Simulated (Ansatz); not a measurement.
# How far PBE and PBEsol part for CdTe, pressure 0.7 GPa

The parent structure is CdTe in the zinc blende structure (space group F-43m, No. 216; a = 6.618 Å).

(Cell as relaxed with PBE.)

Levels (all Ansatz, a first-principles code, PAW): PBE (420 eV, scalar-relativistic without spin-orbit coupling); PBEsol (420 eV, spin-orbit coupling left out).

Each level relaxes its own structure.

```json
[
 {"base": "volume per atom", "PBE": "36.23 Å³", "PBEsol": "34.16 Å³"},
 {"base": "lattice parameter a", "PBE": "6.618 Å", "PBEsol": "6.489 Å"},
 {"base": "band gap", "PBE": "0.59 eV", "PBEsol": "0.65 eV"}
]
```

One thing is altered: cell and atoms relaxed at a pressure of 0.7 GPa.

```tsv
quantity	PBE	PBEsol
mean gap deformation potential ΔEg/Δln V	-2.9 eV	…
hole mass (degenerate bands, along [100])	0.057, 0.56, 0.56 mₑ (at Γ)	…
lattice parameter a	6.577 Å	…
```

Problem. What does PBEsol give?

Solution. 
- mean gap deformation potential ΔEg/Δln V, PBEsol: -2.9 eV
- hole mass (degenerate bands, along [100]), PBEsol: 0.059, 0.50, 0.50 mₑ (at Γ)
- lattice parameter a, PBEsol: 6.454 Å

PBE's lattice parameter a lies 0.1223 Å above PBEsol's (1.9 %); the two agree on the mean gap deformation potential ΔEg/Δln V. Neither level is exact; PBEsol is the comparison here, not a measurement.

With Te present, leaving out spin-orbit coupling can change the band edges. Load acts through the strain it causes; cell and atoms are relaxed under it. Masses are band curvatures over ±0.01 Å⁻¹ around the edge. Whether these cells are dynamically stable was not tested.
